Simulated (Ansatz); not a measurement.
The starting structures come from a database of crystals and need not be the phases stable at ambient conditions.

 Where the default PAW files enter, the runs use the earlier of Ansatz's two default sets.

Given:

```
CELL_PARAMETERS angstrom
      5.17526     0.00000     0.00000
      0.00000     7.31892     0.00000
      0.00000     3.65946     3.65946
ATOMIC_POSITIONS crystal
  Sn 0.50000 0.00000 0.50000
  Sn 0.00000 0.50000 0.00000
  Sn 0.50000 0.50000 0.50000
  Sn 0.00000 0.00000 0.00000
  O  0.16110 0.66110 0.50000
  O  0.83890 0.33890 0.50000
  O  0.66110 0.83890 0.00000
  O  0.33890 0.16110 0.00000
  O  0.83890 0.16110 0.17780
  O  0.16110 0.83890 0.82220
  O  0.33890 0.33890 0.32220
  O  0.66110 0.66110 0.67780
```

Space group of this cell: Pa-3. The cell is taken as given; by r2SCAN its mean pressure is -9.1 GPa.

Method: r2SCAN (plane waves, PAW; Ansatz, a quantum-chemistry and plane-wave program).

The current runs along the normal of the first two printed vectors; no spin-orbit coupling. Scaled by the factor s: all lengths (ions clamped). Meshes 8×8×8 and 6×4 across the current in all rows.

| s | mean pressure (GPa) | band gap (eV) |
|---|---|---|
| 0.98 | 4.1 | 1.81 |
| 1.00 | -9.1 | 1.12 |
| 1.02 | -18.7 | ? |

Q: Take the slope of the band gap against ln s from the two given rows, extrapolate to s = 1.02, and say what the run there gives.

A: Slope = (1.81 − 1.12) / ln 0.98 = -34.2 eV. The line gives 1.12 + (-34.2) × ln 1.02 = 0.44 eV. The run gives 0.54 eV, 0.10 eV over the line, 14 % of the predicted step.
